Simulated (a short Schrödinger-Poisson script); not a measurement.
Stack: MOS inversion layer, SiO2 on p-type InP, at 300 K.

```csv
layer,material,thickness (nm),Na (cm⁻³)
1,SiO2,1.3,-
2,InP,1100,2e17
```

Constants are typed, rounded textbook-type inputs, not results; the design itself was drawn at random and stands for no fabricated device. SiO2: permittivity 3.9, conduction-band edge (eV) 3.48, gap (eV) 9, electron mass (mₑ) 0.5. InP: permittivity 12.5, conduction-band edge (eV) 0, gap (eV) 1.344, Nv at 300 K (cm⁻³) 1.1e19.

Channel valleys (confinement mass, in-plane density-of-states mass, number): Γ 0.08, 0.08, 1. At the gate the conduction-band edge of layer 1 lies 3.9 eV − eVg above the Fermi level of the channel; the field vanishes at the back. Gaps are held at their typed values at every temperature. Mesh 0.03 nm at interfaces.

Solved with a short Schrödinger-Poisson script written for these runs: 1D Poisson equation in equilibrium, electrons classical, Boltzmann, parabolic valleys, classical holes, full ionisation, no traps, pinning or gate leakage.

The same stack at other levels of the model or other numerical settings:

```
run                                                                  sheet density of all electrons at Vg = 1.25 V (cm⁻²)  sheet density of all electrons at Vg = 0.65 V (cm⁻²)  capacitance at Vg = 1.25 V (μF/cm²)  centroid of the channel electrons at Vg = 1.25 V (nm)  rough cost against the base
-------------------------------------------------------------------  ----------------------------------------------------  ----------------------------------------------------  -----------------------------------  -----------------------------------------------------  ---------------------------
base                                                                                                              9.09e12                                               7.34e11                                 2.45                                                   0.50                      about 1
electrons treated as classical, Fermi-Dirac                                                                       5.48e12                                               4.66e11                                 1.52                                                   2.07                            6
electrons treated as quantum, Hartree                                                                             4.97e12                                               1.64e11                                 1.50                                                   2.63                           20
electrons treated as quantum, Hartree plus LDA exchange-correlation                                               5.22e12                                               1.99e11                                 1.53                                                   2.55                           30
mesh six times as coarse                                                                                          8.88e12                                               7.06e11                                 2.39                                                   0.59                      about 1
```

The classical rows ignore confinement, and Boltzmann statistics overrate the density once the band edge passes the Fermi level.

Above a few 1e12 electrons/cm² a light Γ valley is non-parabolic and upper valleys begin to fill, which the model leaves out.
